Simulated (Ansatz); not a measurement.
The reference is Ru in the hcp (Mg type) structure (space group P6_3/mmc, No. 194; a = 2.7055 Å, c = 4.2651 Å; relaxed with 0.1 eV smearing). Axes: x lies along a and z along c of the hexagonal cell.

Level of theory: r2SCAN (Ansatz, an electronic-structure program; PAW; 500 eV plane waves; no spin-orbit coupling), earlier PAW set.

Base values:

```
Item        Value
--------  -------
Pressure  0.0 GPa
```

One thing is altered: uniaxial strain ε_yy = −5.91 %, all other strain components held at zero; the atoms relax in the strained cell.

Question: What does the calculation give for the energy relative to the base and pressure after the change?

Answer: The energy goes up by 105 meV/atom; the pressure (mean of the normal stresses, compression positive) goes from zero to 24.6 GPa.

Stability against distortions was not tested. All final runs are without spin polarisation.
